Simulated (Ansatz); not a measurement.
Adsorption energy and surface dipole of F on the 1x1 (101) surface of anatase TiO2 (cut with top plane O), one in a 2x1 cell, started at the site 'over Ti at depth 0.9 Å', worked from the runs' numbers; total energies count from the potentials' own zero.

Host crystal: anatase TiO2, with a band gap (PBE, scalar-relativistic without spin-orbit coupling).

The numbers are results of PBE (plane waves to 420 eV, PAW; Ansatz, an electronic-structure program), not measurements.

Model: 37-atom slab, 9.4 Å thick at the start under the adsorbate (thin: gaps and levels are the slab's own), 3x4x1 mesh, Fermi-Dirac 0.01 eV, dipole correction, 14 atoms held, the rest relaxed; no symmetry held; spin-polarised, ending with about 1.0 μB a cell, a value that depends on the mesh; orders that need a larger cell were not tried, no spin-orbit, no U, no dispersion correction. The slab shows no gap over 0.04 eV on its mesh. It is one chosen start, not shown to be the lowest state of the adsorbate.

| quantity | value |
|---|---|
| slab with the adsorbate | -44469.258 eV |
| clean slab, same cell and mesh | -43662.869 eV |
| reference, ½ F2(g) | -805.593 eV |
| area of the cell | 39.58 Å² |
| change of the step from the bottom to the top vacuum level | 1.160 eV |

**Question.** What is the adsorption energy against this reference?

**Answer.** E(slab + adsorbate) − E(slab) − E(reference) = -0.80 eV, so in this state the adsorbate is more stable than in the reference, at a coverage of 2.53 a nm².

**Question.** What dipole does adsorption add to the slab along the outward normal (Helmholtz relation, ε₀ = 0.005526 e/(V·Å))?

**Answer.** p = −ε₀·A·ΔV = -0.254 e·Å = -1.22 D; its negative end points to the vacuum, which raises the vacuum level.
